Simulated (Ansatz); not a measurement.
Given:

```
CELL_PARAMETERS angstrom
      0.00000     3.20113     3.20113
      3.20113     0.00000     3.20113
      3.20113     3.20113     0.00000
ATOMIC_POSITIONS crystal
  Na 0.00000 0.00000 0.00000
  I  0.50000 0.50000 0.50000
```

No spin polarisation.

Method: PBEsol/PAW in Ansatz (an electronic-structure program), scalar-relativistic without spin-orbit coupling. Settings: 9×9×9 k-points, 0.05 eV Fermi–Dirac smearing.

Problem. Predict the band gap and gap character.

Solution. The band gap comes out as 3.60 eV and the gap character is direct at Γ.

Spin-orbit coupling, missing from the scalar runs, can matter with I. Stability against distortions was not tested. The cell was made from NaCl by this change: Cl → I.
